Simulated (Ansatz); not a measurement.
Rh: response to strain

Base system: Rh in the fcc (Cu type) structure (space group Fm-3m, No. 225; relaxed with 0.1 eV smearing).

```xyz
1
Lattice="0.0000 1.8908 1.8908 1.8908 0.0000 1.8908 1.8908 1.8908 0.0000" Properties=species:S:1:pos:R:3 pbc="T T T"
Rh     0.0000     0.0000     0.0000
```

Cartesian axes are those of the cell as printed.

Strains are applied to the cell and any free atomic positions relax; under biaxial strain the out-of-plane vector relaxes too.

The values are results of PBEsol/PAW in Ansatz (a first-principles code), no SOC, not measurements.

Notes on the quantities. energy relative to the base: free energy F; pressure: mean of the normal stresses, compression positive.

| case | ratio −ε⊥/ε∥ | energy relative to the base | pressure | shortest interatomic distance |
|---|---|---|---|---|
| base | – | 0 meV/atom | 0.0 GPa | 2.674 Å |
| biaxial strain −2.50 %, plane normal [111], relaxed out of plane | 0.56 | +37 meV/atom | 12.5 GPa | 2.607 Å |
| biaxial strain −2.08 %, plane normal [111], relaxed out of plane | 0.56 | +25 meV/atom | 10.2 GPa | 2.618 Å |
| biaxial strain −1.67 %, plane normal [111], relaxed out of plane | 0.55 | +16 meV/atom | 8.0 GPa | 2.629 Å |
| biaxial strain −0.83 %, plane normal [111], relaxed out of plane | 0.54 | +3.9 meV/atom | 3.7 GPa | 2.652 Å |
| biaxial strain −0.42 %, plane normal [111], relaxed out of plane | – | +1.0 meV/atom | 1.8 GPa | 2.663 Å |
| biaxial strain +0.42 %, plane normal [111], relaxed out of plane | – | +0.9 meV/atom | -1.8 GPa | 2.674 Å |
| biaxial strain +0.83 %, plane normal [111], relaxed out of plane | 0.54 | +3.6 meV/atom | -3.4 GPa | 2.674 Å |
| biaxial strain +1.25 %, plane normal [111], relaxed out of plane | 0.53 | +8.1 meV/atom | -4.9 GPa | 2.673 Å |
| biaxial strain +1.67 %, plane normal [111], relaxed out of plane | 0.53 | +14 meV/atom | -6.4 GPa | 2.673 Å |

No phonon test of stability was made. The final runs are not spin-polarised. Rh lies near a magnetic instability that expansion can trigger; it was not tested.
